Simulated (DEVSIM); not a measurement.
Device: Schottky contact on n-type β-Ga2O3, at 300 K.

Layer 1 from the left is β-Ga2O3, thickness (μm) 3.00, Nd (cm⁻³) 1.7e15, τn (s) 3.6e-9, τp (s) 3.6e-9.

Left contact: Schottky, work function 5.39 eV, emission velocity 2.6e6 cm/s. Right contact: ohmic. Voltage is applied to the left contact. Recombination: SRH at mid-gap, radiative, Auger. Mobility is μmin + (μ − μmin)/(1 + (N/Nref)^α).

This is a model device: material constants are rounded textbook-type values typed into the input, and sizes, dopings and lifetimes were drawn at random. Values at 300 K.

β-Ga2O3: gap (eV) 4.8, affinity (eV) 4, permittivity 10, Nc (cm⁻³) 3.7e18, Nv (cm⁻³) 5e20, μn (cm²/Vs) 160, μp (cm²/Vs) 1, μn,min 20, μp,min 0.1, Nref,n 1e18, Nref,p 1e18, αn 0.8, αp 0.8, B (cm³/s) 1e-12, Cn (cm⁶/s) 1e-31, Cp (cm⁶/s) 1e-31.

DEVSIM, 1D drift-diffusion, Boltzmann statistics, complete ionisation; no tunnelling, impact ionisation, image-force lowering or self-heating. Metal contacts follow the ideal Schottky-Mott rule: no Fermi-level pinning, no interface dipoles.

Dark forward current:

```
|V| (V)  |J| (A/cm²)
-------  -----------
0.30       4.379e-13
0.35       2.990e-12
0.40       2.040e-11
0.45       1.390e-10
0.50       9.452e-10
0.55        6.418e-9
0.60        4.348e-8
0.65        2.938e-7
0.70        1.979e-6
0.75        1.328e-5
0.80        8.858e-5
0.85       0.0005865
0.90        0.003839
0.95         0.02460
1.00          0.1495
1.05          0.7711
1.10           2.742
1.15           6.392
1.20           11.23
1.25           16.78
1.30           22.75
1.35           29.01
1.40           35.46
1.45           42.06
1.50           48.75
1.55           55.53
```

Work out the local ideality factor n = ΔV / (kT/q · ln(J2/J1)) between the rows 0.30 and 0.35 V, 1.50 and 1.55 V.

kT/q = 25.85 mV. From 0.30 to 0.35 V: ln(2.990e-12/4.379e-13) = 1.921, n = 1.01, near the 1 of diffusion or emission over a barrier. From 1.50 to 1.55 V: ln(55.53/48.75) = 0.130, n = 14.85; the layers' resistance at their doping, Σ W/(qμN) = 0.0069 Ω cm², would take 47 mV of this step of 50 mV.

Estimate the current at 0.60 V for emission alone, J0 = q v N_band exp(−φB/kT), and read the barrier back from the simulated current.

φB = 1.390 eV, N_band = 3.70e18 cm⁻³, J0 = 6.84e-18 A/cm²; J = J0 (exp(qV/kT) − 1) = 8.23e-8 A/cm². The simulation gives 4.35e-8 A/cm²; the estimate lies 89 % above. Read backwards, the simulated current gives an apparent barrier of 1.406 eV. The estimate leaves out transport through the depletion region and minority injection.
